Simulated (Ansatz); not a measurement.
System: fluorite HfO2 (high-temperature phase). Method: PBE0 (PAW; Ansatz, a program for electronic structure).

Run with plane-wave cutoff 460 eV, 8×8×8 k mesh, Fermi–Dirac smearing 0.01 eV, scalar-relativistic PAW data made under PBE.

Energies at three volumes about the minimum:

| V (Å³/atom) | E − E_lowest (meV/atom) |
|---|---|
| 10.507 | 5.86 |
| 10.744 | 0.00 |
| 11.045 | 5.42 |

Fit a parabola by hand: where is the minimum, what lattice constant follows, and what is the bulk modulus?

Slopes: (0.00 − 5.86)/(10.744 − 10.507) = -24.726 and (5.42 − 0.00)/(11.045 − 10.744) = 18.007 meV/Å³. Curvature E″ = 2 × (18.007 − (-24.726))/(11.045 − 10.507) = 158.859 meV/Å⁶. From the middle of the first interval, the slope vanishes at V0 = 10.6255 − (-24.726)/158.859 = 10.781 Å³/atom. B = V0 E″ = 10.781 × 158.859 meV/Å³ × 0.1602 GPa per meV/Å³ = 274 GPa. With 12 atoms in the cube, a = (12 × 10.781)^(1/3) = 5.058 Å. The full Birch–Murnaghan fit to all volumes gives V0 = 10.775 Å³/atom and B0 = 272 GPa.

Measured, for comparison: bulk modulus 242 ± 16 GPa (room temperature, no zero-point or thermal correction, nanocrystalline cubic HfO2, second-order Birch-Murnaghan; as tabulated in High-pressure structural stability, equation of state, and thermal expansion …). Computed less measured: bulk modulus +12 %.

Note: symmetry holds this phase in the static calculation, where it need not be a minimum; held by symmetry at 0 K, a high-temperature phase can be a saddle point.
